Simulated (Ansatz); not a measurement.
ScIr3 (model structure, started from the D022 type, I4/mmm, No. 139, 4 atoms in the cell) was calculated with PBEsol in Ansatz (PAW).

Run with plane-wave cutoff 520 eV, 20×20×20 k mesh, Fermi–Dirac smearing 0.05 eV, no spin polarisation, scalar-relativistic PAW data made under PBE.

Cell (relaxed at this level):

```cif
data_Ir6Sc2
_chemical_formula_sum 'Ir6 Sc2'
_space_group_name_H-M_alt 'I4/mmm'
_space_group_IT_number 139
_space_group_name_Hall '-I 4 2'
_cell_length_a 3.90441
_cell_length_b 3.90441
_cell_length_c 7.80790
_cell_angle_alpha 90.000
_cell_angle_beta 90.000
_cell_angle_gamma 90.000
loop_
_atom_site_label
_atom_site_type_symbol
_atom_site_symmetry_multiplicity
_atom_site_Wyckoff_symbol
_atom_site_fract_x
_atom_site_fract_y
_atom_site_fract_z
_atom_site_occupancy
Ir1 Ir 2 b 0.00000 0.00000 0.50000 1
Ir2 Ir 4 d 0.00000 0.50000 0.25000 1
Sc1 Sc 2 a 0.00000 0.00000 0.00000 1
```
(The calculation used a cell of 4 atoms; values per cell refer to that cell.)

Give the computed bulk modulus B0.


- bulk modulus B0: 269 GPa

Note: the run has no spin polarisation, so it can have missed a magnetic state; the bulk modulus is −V dP/dV from two relaxed cells at ±2 % in volume; the relaxation could raise the start's symmetry but not lower it, so the cell can be a saddle point.

Spin–orbit coupling is not included.

Computed values are for the static lattice.

Computing time: around 7 core-minutes (rough).

A model structure was made by putting elements into a prototype or built by hand; it is no filed structure, need not be a known phase, and can be a saddle point held by its symmetry.

Ansatz is a program for electronic structure.
